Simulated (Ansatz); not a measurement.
Input:

```
ZrP
1.0
    3.66242     0.00000     0.00000
   -1.83121     3.17175     0.00000
    0.00000     0.00000    12.48035
Zr P
4 4
Direct
  0.33333   0.66667   0.38422
  0.66667   0.33333   0.61578
  0.66667   0.33333   0.88422
  0.33333   0.66667   0.11578
  0.66667   0.33333   0.25000
  0.33333   0.66667   0.75000
  0.00000   0.00000   0.50000
  0.00000   0.00000   0.00000
```

Level of theory: PBEsol, DFPT electron-phonon coupling, linearised Boltzmann equation (plane waves, PAW, scalar-relativistic; Ansatz, a quantum-chemistry and plane-wave program). Geometry: relaxed with this functional, without spin-orbit coupling.

Problem. Predict the intrinsic resistivity at 300 K.

Solution. 22 (x), 22 (y), 34 (z) μΩ·cm.

Problem. How long is the mean free path there?

Solution. 11.4 nm, weighted by the current that each state carries. Wires not much wider than this gain resistivity from their walls.

A metal at this level (no band gap). Only scattering by harmonic phonons is included (no impurities, grain boundaries, electron-electron scattering or thermal expansion). Spin-orbit coupling is left out. Halving the electron mesh (28x28x8) moves the resistivity by up to 14 % at 300 K, the mean free path by up to 9 %. Smearing 0.20 eV; phonons on a 4x4x2 q mesh, which this run doesn't test.

Computed structure with no diffraction record at hand here (it may be known, metastable or hypothetical): ZrP (P6_3/mmc).
